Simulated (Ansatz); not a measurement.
SnSe2: biaxial strain +0.13 %, plane normal [001], relaxed out of plane

The reference is SnSe2 in the CdI2 type structure (space group P-3m1, No. 164; a = 3.826 Å, c = 6.231 Å; layered, stacked along the Cartesian z axis). Axes: x lies along a and z along c of the hexagonal cell.

It is then changed as follows: tensile biaxial strain of 0.13 % in the plane normal to [001], as in epitaxy on a mismatched substrate; the out-of-plane cell vector and the atoms relax.

Method: r2SCAN+rVV10 (Ansatz, an electronic-structure program; PAW; 500 eV plane waves; scalar-relativistic without spin-orbit coupling). Γ-centred 10×10×6 mesh, Fermi–Dirac width 0.05 eV.

The volume per atom grows by 0.05 Å³, from 26.33 Å³ to 26.38 Å³ and the shortest interatomic distance is nearly the same (2.713 Å against 2.715 Å). The pressure (mean of the normal stresses, compression positive) goes from zero to -0.12 GPa and the band gap is nearly the same (0.94 eV against 0.93 eV). The gap character remains indirect, K–Γ (71 % along) → k = (0, -1/2, 1/3) in the run's primitive reciprocal basis and the smallest direct gap remains 1.49 eV. The width of the top valence band remains 1.56 eV and the out-of-plane strain amounts to -0.08 %.

No phonon test of stability was made.
